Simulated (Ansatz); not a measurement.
The parent structure is ZrS$_{2}$ in the CdI2 type structure (space group P-3m1, No. 164; a = 3.635 Å, c = 5.720 Å; layered, stacked along the Cartesian z axis).

Now apply this change: hydrostatic tension (pressure −1 GPa).

Computed with PBE-D3(BJ) (Ansatz, an electronic-structure program), no SOC.

Base, band edges from the VBM (valence, conduction): K -1.58, 2.10; H -1.99, 2.23; M -1.47, 0.86; L -0.86, 0.66; A -0.45, 1.36; Γ 0.00, 1.41 eV.

**Question.** Give the band edges at the high-symmetry points of the new zone, measured from its valence-band maximum.

**Answer.** 
```json
[
 {"point": "Γ", "valence edge (eV)": "-0.01", "conduction edge (eV)": "1.52"},
 {"point": "M", "valence edge (eV)": "-1.28", "conduction edge (eV)": "1.03"},
 {"point": "K", "valence edge (eV)": "-1.49", "conduction edge (eV)": "2.19"},
 {"point": "A", "valence edge (eV)": "-0.29", "conduction edge (eV)": "1.49"},
 {"point": "L", "valence edge (eV)": "-0.82", "conduction edge (eV)": "0.83"},
 {"point": "H", "valence edge (eV)": "-1.87", "conduction edge (eV)": "2.30"}
]
```

The gap is 0.83 eV, indirect, K–Γ (87 % along) → L.

Load acts through the strain it causes; cell and atoms are relaxed under it. No phonon test of stability was made.
